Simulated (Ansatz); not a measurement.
Take GaAs in the zinc blende structure (space group F-43m, No. 216; a = 5.6656 Å) as the base. Axes: x, y, z lie along the cube axes.

Calculations: Kohn–Sham DFT with the r2SCAN functional, run in Ansatz (a program for electronic structure) with PAW and 500 eV plane waves, no spin-orbit coupling, earlier PAW set.

A first run, uniaxial strain ε_xx = −1.08 %, gives secant values C11 ≈ 120 GPa and C12 ≈ 52 GPa from its stress. A second run applies isotropic strain −0.91 %.

What does linear elasticity predict for the bulk modulus −ΔP/(ΔV/V₀) in the second run, and what does the run give?

Linear elasticity: (C11 + 2 C12)/3 = 75 GPa. The run gives 78 GPa; any difference comes from nonlinear terms at these strains and numerical noise.

No phonon test of stability was made.
